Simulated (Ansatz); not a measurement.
MgTe (model structure, from the litharge type, P4/nmm, No. 129): cohesive energy by level of theory

No measured value is used here.

```csv
level (code),value (eV/atom),cell (Å³/atom)
LDA (Ansatz),2.93,34.93
PBE (Ansatz),?,51.21
PBEsol (Ansatz),2.67,38.48
PBE-D3(BJ) (Ansatz),2.67,32.24
```

Problem. Complete the blanks.

Solution. 
- PBE (Ansatz, a quantum-chemistry and plane-wave program), value (eV/atom): 2.42

Density-functional levels without +SOC have no spin–orbit coupling, which shifts binding energies of heavy elements. Each level is taken at its own relaxed cell. Ansatz's density-functional and Hartree–Fock values are scalar-relativistic unless marked +SOC, with PAW data made under PBE.

A model structure was made by putting elements into a prototype or built by hand; it is no filed structure, need not be a known phase, and can be a saddle point held by its symmetry.
